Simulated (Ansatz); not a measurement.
This Ansatz (a quantum-chemistry and plane-wave program) input is the reference run, BeSe in the zinc blende structure (space group F-43m, No. 216), computed with LDA (Ansatz; PAW; 420 eV plane waves; scalar-relativistic without spin-orbit coupling):

Ansatz 0.2 input:
```yaml
crystal:
  lattice:
    - [0, 2.5408134643, 2.5408134643]
    - [2.5408134643, 0, 2.5408134643]
    - [2.5408134643, 2.5408134643, 0]
  atoms:
    - { symbol: Be, position: [0, 0, 0] }
    - { symbol: Se, position: [0.25, 0.25, 0.25] }
basis: { ecutwfc: 420, ecutrho_ratio: 4, xc_grid: 2, fft_grid_basis: typed }
kpoints: { mp_grid: { grid: [11, 11, 11] } }
hamiltonian:
  xc: lda
  dispersion: none
  pseudopotentials: { kind: paw }
scf: { occupations: { method: fermi_dirac, width: 0.05 }, convergence: { dr2_threshold: 0.0000000002 } }
output: { forces: true, stress: true }
checkpoint: { write: state.ck, write_every: 1000 }
```

### Question
Write the input for this change: uniaxial strain ε_zz = −1.50 %, all other strain components held at zero, atoms relaxed at fixed cell.

### Answer
Ansatz 0.2 input:
```yaml
crystal:
  lattice:
    - [0, 2.5408134643, 2.5027012623]
    - [2.5408134643, 0, 2.5027012623]
    - [2.5408134643, 2.5408134643, 0]
  atoms:
    - { symbol: Be, position: [0, 0, 0] }
    - { symbol: Se, position: [0.25, 0.25, 0.25] }
basis: { ecutwfc: 420, ecutrho_ratio: 4, xc_grid: 2, fft_grid_basis: typed }
kpoints: { mp_grid: { grid: [11, 11, 11] } }
hamiltonian:
  xc: lda
  dispersion: none
  pseudopotentials: { kind: paw }
scf: { occupations: { method: fermi_dirac, width: 0.05 }, convergence: { dr2_threshold: 0.0000000002 } }
relax: { f_tol: 0.005, max_steps: 50 }
output: { forces: true, stress: true }
checkpoint: { write: state.ck, write_every: 1000 }
```
This is the input that was run.

Stability against distortions was not tested.
